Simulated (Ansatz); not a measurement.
**A computed series for hypothetical diamond Cu: pressure series**

Consider Cu in the diamond structure (space group Fd-3m, No. 227; a = 5.231 Å; a hypothetical phase, not in the database extracts checked).

Cell and atoms are relaxed at each pressure.

All numbers come from PBEsol (Ansatz, an electronic-structure program, PAW, no spin-orbit coupling).

```csv
P (GPa),V (Å³/atom)
-2.01,18.473
-0.99,18.164
0.31,17.813
0.70,17.712
1.52,17.518
3.01,17.190
5.01,16.800
7.51,16.374
10.01,16.002
```

A third-order Birch–Murnaghan fit to these points gives V₀ = 17.89 Å³/atom, B₀ = 68 GPa and B₀′ = 4.9. At pressure 10 GPa the volume is 89.4 % of V₀.

Load acts through the strain it causes; cell and atoms are relaxed under it. Whether these cells are dynamically stable was not tested. Competing high-pressure phases were not computed. All final runs are without spin polarisation.
